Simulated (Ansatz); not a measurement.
GaSe (P6_3/mmc), Ansatz (a program for electronic structure) with PBEsol+D3BJ, rigid bands: N_c = 1.79e19 cm⁻³ at 300 K and an electron conductivity mass of 0.307 mₑ along y (a = (3.70, 0.00, 0.00) Å; b = (-1.85, 3.21, 0.00) Å; c = (0.00, 0.00, 15.51) Å).

### Question
For 1e16 electrons per cm³ at 300 K, place the Fermi level, estimate the Seebeck coefficient of a parabolic band with constant τ, and give mobility and conductivity for τ = 50 fs.

### Answer
The level lies k_BT ln(N_c/n) = 0.194 eV below the conduction-band minimum. S ≈ −(k_B/e)[ln(N_c/n) + 5/2] = -861 μV/K, against -864 μV/K from the full bands (mean over directions). μ = eτ/m = 286 cm²/(V·s) and σ = neμ = 0.459 S/cm. τ is assumed, not computed.

Band transport and this doping are assumed; polarons and phonon drag are left out. Spin-orbit coupling is left out. Geometry: cell and atoms relaxed with PBEsol+D3(BJ).

PBEsol with a dispersion correction tends to overbind, so the cell can be several per cent short, in bad cases over ten, which usually narrows a gap: GaSe (P6_3/mmc).
